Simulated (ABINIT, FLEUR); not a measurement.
A FLEUR input for a self-consistent single point of NbRe (Cmmm, 2 atoms in the cell) (DFT, LDA (Vosko-Wilk-Nusair), all-electron FLAPW (FLEUR), scalar-relativistic valence):

Input of the input generator:

```
NbRe FLAPW
&input film=f /
0.5759290635 -0.8174996720 0.0000000000
0.5759290635 0.8174996720 0.0000000000
0.0000000000 0.0000000000 1.6375040297
5.1998510847
1.0 1.0 1.0

2
41 0.0000000000 0.0000000000 0.0000000000
75 0.5000000000 0.5000000000 0.5000000000

&comp jspins=1 /
&exco xctyp='vwn' /
&kpt div1=13 div2=13 div3=8 gamma=t /
&end /
```

```xml
<?xml version="1.0" encoding="UTF-8" standalone="no"?>
<fleurInput fleurInputVersion="0.39">
   <comment>
      NbRe FLAPW                                                                                          
   </comment>
   <calculationSetup>
      <cutoffs Kmax="4.2" Gmax="14.7" GmaxXC="14.7" numbands="0"/>
      <scfLoop itmax="80" minDistance="0.00001" maxIterBroyd="40" imix="Anderson" alpha="0.05" precondParam="0.0" spinf="2.0"/>
      <coreElectrons ctail="T" frcor="F" kcrel="0" coretail_lmax="0"/>
      <xcFunctional name="vwn" relativisticCorrections="F"/>
      <magnetism jspins="1"/>
      <soc l_soc="F" theta="0.0" phi="0.0" spav="F"/>
      <expertModes spex="0" secvar="F"/>
      <geometryOptimization l_f="T" forcealpha="1.0" forcemix="BFGS" epsdisp="0.00001" epsforce="0.00001"/>
      <ldaU l_linMix="F" mixParam="0.05" spinf="1.0"/>
   </calculationSetup>
   <cell>
      <bzIntegration valenceElectrons="28.0" mode="gauss" fermiSmearingEnergy="0.00999582">
         <kPointListSelection listName="default-1"/>
         <!-- k-points included here -->
         <xi:include xmlns:xi="http://www.w3.org/2001/XInclude" href="kpts.xml"> </xi:include>
      </bzIntegration>
      <!-- symmetry operations included here -->
      <xi:include xmlns:xi="http://www.w3.org/2001/XInclude" href="sym.xml"> </xi:include>
      <bulkLattice scale="1.0">
         <bravaisMatrix>
            <row-1>    2.9947453655507297    -4.2508765561910939     0.0000000000000000</row-1>
            <row-2>    2.9947453655507297     4.2508765561910939     0.0000000000000000</row-2>
            <row-3>    0.0000000000000000     0.0000000000000000     8.5147771050361651</row-3>
         </bravaisMatrix>
      </bulkLattice>
   </cell>
   <atomSpecies>
      <species name="Niobium (Nb)" element="Nb" atomicNumber="41">
         <mtSphere radius="2.42" gridPoints="837" logIncrement="0.015"/>
         <atomicCutoffs lmax="10" lnonsphr="8"/>
         <electronConfig flipSpins="F">
            <coreConfig>(1s1/2) (2s1/2) (2p1/2) (2p3/2) (3s1/2) (3p1/2) (3p3/2) (3d3/2) (3d5/2)</coreConfig>
            <valenceConfig>(4s1/2) (4p1/2) (4p3/2) (5s1/2) (4d3/2) (4d5/2)</valenceConfig>
            <stateOccupation state="(5s1/2)" spinUp="0.5" spinDown="0.5"/>
            <stateOccupation state="(4d3/2)" spinUp="0.8" spinDown="0.8"/>
            <stateOccupation state="(4d5/2)" spinUp="1.2" spinDown="1.2"/>
         </electronConfig>
         <energyParameters s="5" p="5" d="4" f="4"/>
         <lo type="SCLO" l="0" n="4" eDeriv="0"/>
         <lo type="SCLO" l="1" n="4" eDeriv="0"/>
      </species>
      <species name="Rhenium (Re)" element="Re" atomicNumber="75">
         <mtSphere radius="2.42" gridPoints="837" logIncrement="0.016"/>
         <atomicCutoffs lmax="10" lnonsphr="8"/>
         <electronConfig flipSpins="F">
            <coreConfig>(1s1/2) (2s1/2) (2p1/2) (2p3/2) (3s1/2) (3p1/2) (3p3/2) (4s1/2) (3d3/2) (3d5/2) (4p1/2) (4p3/2) (4d3/2) (4d5/2) (4f5/2) (4f7/2)</coreConfig>
            <valenceConfig>(5s1/2) (5p1/2) (5p3/2) (6s1/2) (5d3/2) (5d5/2)</valenceConfig>
            <stateOccupation state="(5d3/2)" spinUp="1.0" spinDown="1.0"/>
            <stateOccupation state="(5d5/2)" spinUp="1.5" spinDown="1.5"/>
         </electronConfig>
         <energyParameters s="6" p="6" d="5" f="5"/>
         <lo type="SCLO" l="0" n="5" eDeriv="0"/>
         <lo type="SCLO" l="1" n="5" eDeriv="0"/>
      </species>
   </atomSpecies>
   <atomGroups>
      <atomGroup species="Niobium (Nb)">
         <relPos label="                   1">.0000000000 .0000000000 .0000000000</relPos>
         <force calculate="T" relaxXYZ="TTT"/>
      </atomGroup>
      <atomGroup species="Rhenium (Re)">
         <relPos label="                   2">1.000/2.000 1.000/2.000 1.000/2.000</relPos>
         <force calculate="T" relaxXYZ="TTT"/>
      </atomGroup>
   </atomGroups>
   <output dos="F" band="F" slice="F">
      <checks vchk="F" cdinf="F"/>
      <bandDOS minEnergy="-.5*Htr" maxEnergy="0.5*Htr" sigma="0.015" storeEVData="T"/>
      <vacuumDOS vacdos="F" integ="F" star="F" nstars="0" locx1="0.0" locy1="0.0" locx2="0.0" locy2="0.0" nstm="0" tworkf="0.0"/>
      <unfoldingBand unfoldBand="F" supercellX="1" supercellY="1" supercellZ="1"/>
      <plotting iplot="0" polar="F">
         <plot TwoD="T" vec1="  1.0  0.0  0.0" vec2="  0.0  1.0  0.0" vec3="  0.0  0.0  1.0" zero="  0.0  0.0  0.0" file="plot"/>
      </plotting>
      <chargeDensitySlicing numkpt="0" minEigenval="0.0" maxEigenval="0.0" nnne="0" pallst="F"/>
      <specialOutput eonly="F"/>
      <magneticCircularDichroism mcd="F" energyLo="-10.0" energyUp="0.0"/>
   </output>
  <!-- We include the file relax.xml here to enable relaxations (see documentation) -->
  <xi:include xmlns:xi="http://www.w3.org/2001/XInclude" href="relax.xml"> <xi:fallback/> </xi:include>
</fleurInput>
```

Problem. Translate this input to ABINIT.

Solution. This is the input that was run; spellings and numerical settings could be chosen otherwise.

```
# NbRe, JTH v2.0 LDA PAW
pp_dirpath "./"
pseudos "Nb.LDA_PW-JTH.xml, Re.LDA_PW-JTH.xml"
acell 5.1998510847 5.1998510847 8.5147771052
rprim
         0.5759290635   -0.8174996720    0.0000000000
         0.5759290635    0.8174996720    0.0000000000
         0.0000000000    0.0000000000    1.0000000000
natom 2
ntypat 2
znucl 41 75
typat 1 2
xcart
         0.0000000000    0.0000000000    0.0000000000
         2.9947453657    0.0000000000    4.2573885526
ecut 20 Ha
pawecutdg 40 Ha
pawxcdev 0
occopt 7
tsmear 0.272 eV
nband 19
kptopt 1
ngkpt 13 13 8
nshiftk 1
shiftk 0 0 0
nstep 80
tolvrs 1.0e-10
prtwf 0
prtden 0
prtvol 1
```

Basis, cutoffs, solver keys and any potentials are the target program's own. This input uses DFT, LDA (PW92), plane waves, PAW (JTH v2.0 LDA PAW). LDA parametrisations can differ slightly between programs.

The starting cell comes from a database of computed structures (which also holds hypothetical and non-ambient phases and stackings), without a prior relaxation at this level. Its lattice was rescaled by a random factor within 2.5 % of one.
